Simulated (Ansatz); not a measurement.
Start from ZnSiP2 in the chalcopyrite structure (space group I-42d, No. 122).

```
ZnSiP2
1.0
   -2.67663     2.67663     5.22239
    2.67663    -2.67663     5.22239
    2.67663     2.67663    -5.22239
Zn Si P
2 2 4
Cartesian
  0.00000   2.67663   2.61120
  0.00000   0.00000   0.00000
  2.67663   0.00000   2.61120
  0.00000   0.00000   5.22239
  1.33832   1.41612  -1.30560
  1.33832   1.26051   3.91679
  3.93714   1.33832   1.30560
 -1.26051   1.33832   6.52799
```

Cartesian axes are those of the cell as printed.

The values are results of DFT with PBEsol, PAW potentials and a 420 eV plane-wave cutoff in Ansatz (a quantum-chemistry and plane-wave program), spin-orbit coupling left out, not measurements.

For the base:

* **Valence-band top at Γ**: 0.00, -0.12, -0.12 eV
* **Electron mass**: 1.4 mₑ along c, 0.25 mₑ across (at Γ)
* **Band gap**: 1.16 eV

One thing is altered: tensile biaxial strain of 0.58 % in the plane normal to [001], as in epitaxy on a mismatched substrate; the out-of-plane cell vector and the atoms relax.

Problem. What does the calculation give for the valence-band top at Γ after the change?

Solution. The valence-band top at Γ (three highest levels, from the VBM) changes from 0.00, -0.12, -0.12 eV to 0.00, -0.17, -0.17 eV.

Problem. Estimate the effect on the electron mass.

Solution. The electron mass changes from 1.4 mₑ along c, 0.25 mₑ across (at Γ) to 1.5 mₑ out of plane, 0.25 mₑ in plane (at Γ).

Problem. How does this affect the energy relative to the base?

Solution. The energy goes up by 0.6 meV/atom.

Problem. Estimate the effect on the out-of-plane strain.

Solution. The out-of-plane strain is -0.56 %.

Problem. What happens to the band gap?

Solution. The band gap falls by 0.07 eV, from 1.16 eV to 1.09 eV.

Effective masses come from finite differences of ±0.01 Å⁻¹. Stability against distortions was not tested.
